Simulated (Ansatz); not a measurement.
For MoPt₂ (Immm, No. 71), PBEsol-D3(BJ) (Ansatz, a program for electronic structure, PAW) gives:

- equilibrium volume per atom = 14.48 Å³/atom
- bulk modulus = 330 GPa

What does r²SCAN-D4 (PAW; Ansatz) give for the same quantities?


- equilibrium volume per atom: 15.00 Å³/atom (goes up by 3.6 %)
- bulk modulus: 301 GPa (shrinks by 8.8 %)

Changes are worked out from the printed values.

Unless a cell is named, each level is at its own relaxed cell (PBEsol-D3(BJ) 14.48, r²SCAN-D4 15.00 Å³/atom).

Levels without +SOC leave out spin–orbit coupling, which shifts energies and cells of such heavy elements.

Caveats: the relaxation could not lower the start's symmetry, so the cell can be a saddle point above a distorted one (PBEsol-D3(BJ), r²SCAN-D4). Ansatz's density-functional and Hartree–Fock values are scalar-relativistic unless marked +SOC, with PAW data made under PBE.
